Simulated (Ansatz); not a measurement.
# A self-consistent single point of BeO2H2 (P2_12_12_1, 20 atoms in the cell) with Ansatz

Method: PBEsol, default PAW files made with PBE (plane waves; Ansatz, an electronic-structure program).

The input file:

Ansatz 0.2 input:
```yaml
crystal:
  lattice:
    - [4.501977, 0.000000, 0.000000]
    - [0.000000, 4.593749, 0.000000]
    - [0.000000, 0.000000, 6.990042]
  atoms:
    - { symbol: Be, position: [0.030400, 0.707300, 0.625900] }
    - { symbol: Be, position: [0.469600, 0.292700, 0.125900] }
    - { symbol: Be, position: [0.530400, 0.792700, 0.374100] }
    - { symbol: Be, position: [0.969600, 0.207300, 0.874100] }
    - { symbol: O, position: [0.191500, 0.105900, 0.042600] }
    - { symbol: O, position: [0.308500, 0.894100, 0.542600] }
    - { symbol: O, position: [0.691500, 0.394100, 0.957400] }
    - { symbol: O, position: [0.808500, 0.605900, 0.457400] }
    - { symbol: O, position: [0.157100, 0.421800, 0.731600] }
    - { symbol: O, position: [0.342900, 0.578200, 0.231600] }
    - { symbol: O, position: [0.657100, 0.078200, 0.268400] }
    - { symbol: O, position: [0.842900, 0.921800, 0.768400] }
    - { symbol: H, position: [0.268600, 0.095800, 0.557700] }
    - { symbol: H, position: [0.231400, 0.904200, 0.057700] }
    - { symbol: H, position: [0.768600, 0.404200, 0.442300] }
    - { symbol: H, position: [0.731400, 0.595800, 0.942300] }
    - { symbol: H, position: [0.353100, 0.437200, 0.779000] }
    - { symbol: H, position: [0.146900, 0.562800, 0.279000] }
    - { symbol: H, position: [0.853100, 0.062800, 0.221000] }
    - { symbol: H, position: [0.646900, 0.937200, 0.721000] }
kpoints:
  mp_grid:
    grid: [4, 4, 3]
    shift: [0.5, 0.5, 0.5]
hamiltonian:
  xc: pbesol
  pseudopotentials:
    kind: paw
scf:
  occupations:
    method: cold
    width: 0.1
output:
  forces: true
  eigenvalues: true
  stress: true
```

The program printed (abridged):

```
WARN basis.ecutwfc = 420 eV, the default
WARN ansatz: RAYON_NUM_THREADS=1 ignored (pool sized by the plan → 1); use --threads N
Pseudopotentials: kind: paw
Pseudopotential: Be, paw, valence charge 2
Pseudopotential: O, paw, valence charge 6
Pseudopotential: H, paw, valence charge 1
Crystal: 20 atoms, lattice volume = 144.561 Å³
Basis set: ecut = 420 eV, 2827 PW (Γ), exchange–correlation on 64×64×96 points (8 copies of the dense FFT grid, shifted against one another)
Bands: 52, of which v1, the nominal top of the filled ones, is band 32 counted from 1 (31 counted from 0)
Symmetry: 4 space group operations
Space group: P212121 (ITA 19), of the structure as read, at distance tolerance 5.2e-5 Å
k-points: 8 of 48 (time reversal used)
PAW frozen core: Be, regenerated for the run's functional, and the local potential with it
PAW frozen core: O, regenerated for the run's functional, and the local potential with it
Initial density: superposition of atomic densities (neutral atoms: chi_scale 0, normalization atom), corrected by the library's trained network
Initial wavefunctions: pseudopotential atomic-orbital guess
Eigensolver: davidson
Functional: x = pbesol(κ = 0.804, μ = 0.12345679012345678), c = pbesol(β = 0.046)
SCF iter   1: F=—  HF=-4987.997709 eV  |F-HF|=—  |Δ(HF+E_count)|=         —  Δρ=1.01e-2  dr2=1.03e-1  ethr=1.77e-3  ⟨swp⟩=6.2  Hψ=1994  notcnv=0  defer=53
all-band conjugate gradients solve this SCF's bands
preconditioner: auto → Resta (q_TF=auto, 2.382 Å⁻¹)
SCF iter   2: F=—  HF=-4987.960589 eV  |F-HF|=—  |Δ(HF+E_count)|=   3.71e-2  S|Δr|=    0.00e0  Δρ=2.54e-3  dr2=4.84e-3  ethr=1.61e-4  ⟨swp⟩=2.8  Hψ=746  notcnv=0  defer=92
SCF iter   3: F=—  HF=-4987.958496 eV  |F-HF|=—  |Δ(HF+E_count)|=   2.09e-3  S|Δr|=    0.00e0  Δρ=1.21e-3  dr2=1.27e-3  ethr=7.57e-6  ⟨swp⟩=2.1  Hψ=402  notcnv=0  defer=92
SCF iter   4: F=—  HF=-4987.958141 eV  |F-HF|=—  |Δ(HF+E_count)|=   3.55e-4  S|Δr|=    0.00e0  Δρ=1.87e-4  dr2=2.24e-5  ethr=1.98e-6  ⟨swp⟩=2.6  Hψ=602  notcnv=0  defer=92
SCF iter   5: F=—  HF=-4987.958030 eV  |F-HF|=—  |Δ(HF+E_count)|=   1.12e-4  S|Δr|=    0.00e0  Δρ=7.31e-5  dr2=5.13e-6  ethr=3.50e-8  ⟨swp⟩=2.4  Hψ=627  notcnv=0  defer=92
SCF iter   6: F=—  HF=-4987.958029 eV  |F-HF|=—  |Δ(HF+E_count)|=   1.03e-6  S|Δr|=    0.00e0  Δρ=1.86e-5  dr2=3.15e-7  ethr=8.01e-9  ⟨swp⟩=2.0  Hψ=489  notcnv=0  defer=92
SCF iter   7: F=-4987.958029 eV  HF=-4987.958029 eV  |F-HF|=1.65e-8  |Δ(HF+E_count)|=   3.86e-8  S|Δr|=    0.00e0  Δρ=6.60e-6  dr2=3.85e-8  ethr=1.56e-10  ⟨swp⟩=14.6  Hψ=2504  notcnv=0
SCF 1 converged in 7 iterations: F = -4987.958029 eV  dr2 = 3.85e-8
SCF converged after 7 iterations
Stability not checked (fill_not_monotonic)
Free energy (F): -4987.958029 eV
Harris-Foulkes:  -4987.958029 eV  (|F-HF|=1.65e-8)
Internal energy: -4987.958029 eV  (E = F + TS)
E sigma→0 (E₀):  -4987.958029 eV
Fermi energy:    4.395027 eV
Step filling:    the computed levels leave a gap of 6.0475 eV = 60.5 smearing widths
--- Per-component energies (eV) ---
  E_band       = -338.227659
  E_kinetic    = 1615.022714
  E_local      = -3760.337731  (includes V_loc(G=0)·N_el)
  E_nonlocal   = 423.412201
  E_hartree    = 1306.787714
  E_xc         = -732.254454
  E_vxc        = -923.337599  (∫ρ·V_xc dr)
  E_paw        = -1460.679831  (= ΣΔE_a)
  E_vpaw       = -306.578226  (= ΣTr[D̂ρ^β])
  E_aug_tail   = 0.010614  (compensation charges beyond the density's cutoff)
  E_ewald      = -2380.239685
  E_core_change = 0.320429  (= ΣΔE_core)
  E_smearing   = -0.000000  (= −TS)
  E_closure    = 0.000000  (closes the sum)
  Σ components = -4987.958029   (vs F -4987.958029, Δ=0.00e0)
--- Forces (eV/Å), atoms counted from 1 ---
  atom   1  Be     0.07427026     0.04376735     0.05238610
  atom   2  Be    -0.07427026    -0.04376735     0.05238610
  atom   3  Be     0.07427026    -0.04376735    -0.05238610
  atom   4  Be    -0.07427026     0.04376735    -0.05238610
  atom   5  O     -0.29961180     1.31838523     0.02908261
  atom   6  O      0.29961180    -1.31838523     0.02908261
  atom   7  O     -0.29961180    -1.31838523    -0.02908261
  atom   8  O      0.29961180     1.31838523    -0.02908261
  atom   9  O     -1.55172036    -0.30364713    -0.70717459
  atom  10  O      1.55172036     0.30364713    -0.70717459
  atom  11  O     -1.55172036     0.30364713     0.70717459
  atom  12  O      1.55172036    -0.30364713     0.70717459
  atom  13  H     -0.31022309     1.57662668     0.24047173
  atom  14  H      0.31022309    -1.57662668     0.24047173
  atom  15  H     -0.31022309    -1.57662668    -0.24047173
  atom  16  H      0.31022309     1.57662668    -0.24047173
  atom  17  H      1.79467656     0.14252976     0.71180342
  atom  18  H     -1.79467656    -0.14252976     0.71180342
  atom  19  H      1.79467656    -0.14252976    -0.71180342
  atom  20  H     -1.79467656     0.14252976    -0.71180342
  max |Σ_I F_I| component: 2.22e-16 eV/Å
--- Stress (GPa, compression-positive) ---
        8.878386       0.000000       0.000000
        0.000000       8.370757       0.000000
        0.000000       0.000000       2.476202
  P = ⅓ Tr σ = 6.5751 GPa (65.751 kbar)
  The stress holds the Pulay correction. Without it, at fixed plane waves, as pw.x and ABINIT print it: P = 5.6747 GPa
--- Band table (eV; the first three rows and the last of 8) ---
  k-point 0: bands = ["-17.3530", "-16.8081", "-16.4082", "-16.2242", "-16.2026", "-16.0891", "-15.9473", "-15.6767", "-4.6967", "-4.5668", "-4.5028", "-4.1148", "-3.9894", "-3.8052", "-3.6779", "-3.6037", "-2.5748", "-1.7927", "-1.4514", "-1.4201", [...]
  k-point 1: bands = ["-17.1522", "-17.1522", "-16.2307", "-16.2307", "-16.1403", "-16.1403", "-15.8313", "-15.8313", "-4.6676", "-4.6676", "-4.2590", "-4.2590", "-3.9341", "-3.9341", "-3.6642", "-3.6642", "-2.1692", "-2.1692", "-1.4233", "-1.4233", [...]
  k-point 2: bands = ["-17.1033", "-16.7724", "-16.5157", "-16.3394", "-16.1922", "-16.0783", "-15.9620", "-15.8035", "-4.6529", "-4.6055", "-4.3831", "-4.1125", "-4.0702", "-3.9131", "-3.8445", "-3.6361", "-2.3787", "-2.0578", "-1.6571", "-1.5339", [...]
  k-point 7: bands = ["-16.7444", "-16.7444", "-16.4468", "-16.4468", "-16.1777", "-16.1777", "-16.0415", "-16.0415", "-4.5651", "-4.5651", "-4.3713", "-4.3713", "-4.1581", "-4.1581", "-3.9438", "-3.9438", "-1.9619", "-1.9619", "-1.5956", "-1.5956", [...]
```

The run converged in 7 iterations.

The starting cell comes from a database of published, mostly measured structures (it also holds non-ambient and calculated ones), without a prior relaxation at this level. Its lattice was rescaled by a random factor within 2.5 % of one. With a pressure of about 7 GPa the cell is away from its equilibrium volume at this level. Forces in this geometry exceed 1 eV/Å. Ansatz's pressure includes its estimate of the finite-basis (Pulay) stress. Without the estimate this run gives 5.67 GPa. The shifted mesh does not hold Γ, so a gap read on it misses any band edge there.
